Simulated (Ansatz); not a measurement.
Base system: Cs in the bcc (W type) structure (space group Im-3m, No. 229; a = 6.2752 Å; relaxed with 0.1 eV smearing). Axes: x, y, z lie along the cube axes.

Computed with r2SCAN (Ansatz, a first-principles code, PAW, no spin-orbit coupling).

It is then changed as follows: the cell is stretched by 5.43 % along y with no lateral relaxation, atoms relaxed at fixed cell.

Task: Estimate the effect on the stress.

Result: The stress (xx, yy, zz, yz, xz, xy; compression positive) comes out as (-0.1, -0.1, -0.1, 0.0, 0.0, 0.0) GPa.

The cells carry an imposed strain or load. No phonon test of stability was made. The final runs are not spin-polarised.
